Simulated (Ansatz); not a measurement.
# What uniaxial strain ε_zz = +1.50 % does to Rh

Base system: Rh in the fcc (Cu type) structure (space group Fm-3m, No. 225; a = 3.782 Å; relaxed with 0.1 eV smearing). Axes: x, y, z lie along the cube axes.

Perturbation: the cell is stretched by 1.50 % along z with no lateral relaxation; the atoms relax in the strained cell.

Calculations: PBEsol (Ansatz, a program for electronic structure; PAW; 420 eV plane waves; no spin-orbit coupling). Settings: 30×30×30 k-points, 0.1 eV Fermi–Dirac smearing.

| quantity | base | changed | shift |
|---|---|---|---|
| volume per atom | 13.52 Å³ | 13.72 Å³ | +0.20 Å³ |
| shortest interatomic distance | 2.674 Å | 2.674 Å | 0.000 Å |
| energy relative to the base (free energy F) | 0 meV/atom | +4.3 meV/atom | +4.3 meV/atom |
| pressure (mean of the normal stresses, compression positive) | 0.0 GPa | -4.2 GPa | -4.2 GPa |
| band gap | zero | zero | – |
| stress (xx, yy, zz, yz, xz, xy; compression positive) | – | (-2.9, -2.9, -6.6, 0.0, 0.0, 0.0) GPa | – |

No phonon test of stability was made. The final runs are not spin-polarised.
